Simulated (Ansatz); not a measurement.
Partial pair distribution functions of a relaxed model of amorphous Si24O51Sc2, broadened by 0.06 Å; density 2.26 g/cm³. All values below come from PBE, scalar-relativistic without spin-orbit coupling (plane waves to 420 eV, PAW; Ansatz, a quantum-chemistry and plane-wave program).

Preparation: random packing, a CHGNet melt and quench, and a DFT relaxation. O atoms were pushed apart under 1.9 Å during the dynamics, to hinder bonds among them. The hot cell started wider than the set density and was brought back towards it in steps. It is the lowest in DFT energy of 2 quenches. It is a model cell: composition and starting density were chosen by hand, and all elements were melted together. No dispersion term was used. Its density started from a set value of 2.28 and ended at 2.26 g/cm³. The simulated quench (nominally 320 K/ps over its main leg) is rapid and tends to freeze in more defects than a deposited or slowly cooled glass has. Values belong to this one cell and scatter from quench to quench. Volume and shape were free in the relaxation.

| r (Å) | g Si-O | g O-Sc | g Si-Si | g O-O |
|---|---|---|---|---|
| 1.40 | 0.02 | 0.00 | 0.00 | 0.00 |
| 1.50 | 1.84 | 0.00 | 0.00 | 0.00 |
| 1.60 | 14.58 | 0.00 | 0.00 | 0.00 |
| 1.70 | 10.00 | 0.02 | 0.00 | 0.00 |
| 1.80 | 0.65 | 0.94 | 0.00 | 0.00 |
| 1.90 | 0.01 | 6.27 | 0.00 | 0.00 |
| 2.00 | 0.00 | 6.16 | 0.00 | 0.00 |
| 2.10 | 0.00 | 0.90 | 0.00 | 0.00 |
| 2.20 | 0.00 | 0.02 | 0.00 | 0.00 |
| 2.30 | 0.00 | 0.41 | 0.00 | 0.00 |
| 2.40 | 0.00 | 2.54 | 0.00 | 0.13 |
| 2.50 | 0.00 | 1.57 | 0.00 | 1.55 |
| 2.60 | 0.00 | 0.24 | 0.06 | 4.82 |
| 2.70 | 0.01 | 0.81 | 0.36 | 5.25 |
| 2.80 | 0.08 | 0.27 | 1.41 | 2.53 |
| 2.90 | 0.15 | 0.01 | 3.53 | 0.98 |
| 3.00 | 0.20 | 0.01 | 3.76 | 0.53 |
| 3.10 | 0.47 | 0.47 | 3.62 | 0.53 |
| 3.20 | 0.77 | 1.14 | 2.19 | 0.69 |
| 3.30 | 0.84 | 0.26 | 0.77 | 0.60 |
| 3.40 | 1.02 | 0.52 | 0.12 | 0.55 |
| 3.50 | 1.30 | 0.47 | 0.04 | 0.70 |
| 3.60 | 1.29 | 0.90 | 0.19 | 0.76 |
| 3.70 | 1.61 | 0.63 | 0.36 | 0.73 |
| 3.80 | 1.64 | 0.48 | 0.35 | 0.49 |
| 3.90 | 1.46 | 0.77 | 0.35 | 0.68 |
| 4.00 | 1.55 | 1.59 | 0.81 | 0.75 |
| 4.10 | 1.73 | 1.63 | 0.68 | 0.87 |
| 4.20 | 1.67 | 1.10 | 0.58 | 0.65 |
| 4.30 | 1.54 | 1.16 | 0.99 | 0.87 |
| 4.40 | 0.96 | 1.94 | 1.44 | 0.77 |
| 4.50 | 0.65 | 1.27 | 0.81 | 0.84 |
| 4.60 | 0.80 | 1.07 | 1.29 | 0.99 |
| 4.70 | 0.79 | 0.21 | 1.34 | 0.96 |
| 4.80 | 0.80 | 0.06 | 0.96 | 1.24 |
| 4.90 | 0.66 | 0.71 | 1.24 | 1.59 |
| 5.00 | 0.61 | 1.04 | 1.43 | 1.56 |
| 5.10 | 0.66 | 0.68 | 1.34 | 1.47 |

Within 1.90 Å each Si has 4.00 O neighbours on average.
